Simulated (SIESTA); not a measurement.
Worked example: self-consistent single point of Cu (Fm-3m, 1 atom in the cell) in SIESTA.

Computed with GGA PBE, numerical atomic orbitals DZP, PseudoDojo PBE standard norm-conserving potentials (rewritten from UPF to PSML) run with SIESTA 5.4.2.

The change in words: lattice scaled by 0.98. Reference geometry:
```
CELL_PARAMETERS angstrom
      0.00000     1.80660     1.80660
      1.80660     0.00000     1.80660
      1.80660     1.80660     0.00000
ATOMIC_POSITIONS crystal
  Cu 0.00000 0.00000 0.00000
```

Reference input (self-consistent single point, DFT, GGA PBE, numerical atomic orbitals DZP, PseudoDojo PBE standard norm-conserving potentials (rewritten from UPF to PSML)): XC.functional = GGA; XC.authors = PBE; potentials = PseudoDojo PBE standard; PAO.BasisSize = DZP; PAO.EnergyShift = 0.01 Ry; MeshCutoff = 350 Ry; kgrid.MonkhorstPack = 16 16 16; OccupationFunction = FD; ElectronicTemperature = 136 meV; MaxSCFIterations = 150; SCF.Mixer.Method = Broyden; SCF.Mixer.Weight = 0.1. This run's input differs from it in these lines:

```diff
@@ -11,5 +11,5 @@
 %block LatticeVectors
-     0.000000000    1.806602000    1.806602000
-     1.806602000    0.000000000    1.806602000
-     1.806602000    1.806602000    0.000000000
+     0.000000000    1.770470000    1.770470000
+     1.770470000    0.000000000    1.770470000
+     1.770470000    1.770470000    0.000000000
 %endblock LatticeVectors
```

Output, abridged:

```
        iscf     Eharris(eV)        E_KS(eV)     FreeEng(eV)     dDmax    Ef(eV) dHmax(eV)
   scf:    1    -5119.072640    -5146.078210    -5146.127764  0.946767  3.958617 25.081207
   scf:    2    -5158.177654    -5152.539768    -5152.576546  0.421072  2.408882 17.318700
   scf:    3    -5160.119580    -5158.323205    -5158.340959  0.661623 -0.495303  0.191473
   scf:    4    -5158.323698    -5158.323455    -5158.341253  0.004698 -0.514162  0.169007
   scf:    5    -5158.324455    -5158.323991    -5158.341929  0.014957 -0.572698  0.098976
   [... 11 lines left out ...]
   scf:   17    -5158.324116    -5158.324116    -5158.342232  0.000018 -0.657264  0.001088
   scf:   18    -5158.324117    -5158.324116    -5158.342232  0.000014 -0.657267  0.000933
   scf:   19    -5158.324117    -5158.324117    -5158.342232  0.000011 -0.657269  0.000811
   scf:   20    -5158.324117    -5158.324117    -5158.342232  0.000009 -0.657271  0.000712
SCF Convergence by DM+H criterion
max |DM_out - DM_in|         :     0.0000090806
max |H_out - H_in|      (eV) :     0.0007117195
SCF cycle converged after 20 iterations

Using DM_out to compute the final energy and forces

siesta: E_KS(eV) =            -5158.3241

siesta: E_KS - E_eggbox =     -5158.3241

siesta: Atomic forces (eV/Ang):
     1    0.000000    0.000000   -0.000000
   Tot    0.000000    0.000000   -0.000000
   Max    0.000000
   Res    0.000000    sqrt( Sum f_i^2 / 3N )
   Max    0.000000    constrained

Stress tensor Voigt[x,y,z,yz,xz,xy] (kbar):      -58.19      -58.19      -58.19       -0.88       -0.88       -0.88
(Free)E + p*V (eV/cell)    -5157.9391
Target enthalpy (eV/cell)    -5158.3422

siesta: Program's energy decomposition (eV):
siesta: FreeEng =     -5158.342232

siesta: Stress tensor (static) (eV/Ang**3):
siesta:    -0.036319   -0.000546   -0.000546
siesta:    -0.000546   -0.036319   -0.000546
siesta:    -0.000546   -0.000546   -0.036319

siesta: Cell volume =         11.099303 Ang**3

siesta: Pressure (static):
siesta:                Solid            Molecule  Units
siesta:           0.00039556          0.00039556  Ry/Bohr**3
siesta:           0.03631881          0.03631881  eV/Ang**3
siesta:          58.18914295         58.18914295  kBar
```

The run converged in 20 iterations. Against the reference run the free energy goes up by 9.4 meV/atom and the pressure goes from -0.86 to 5.82 GPa.

The starting cell comes from a database of computed structures (which also holds hypothetical and non-ambient phases and stackings), without a prior relaxation at this level. Its lattice was rescaled by a random factor within 2.5 % of one. For this run, on top of that: lattice scaled by 0.98. Spin polarisation is off. Values carry the incompleteness of an atom-centred basis. With a pressure of about 6 GPa the cell is away from its equilibrium volume at this level.

Cost on one core of a shared machine: roughly 60 s.
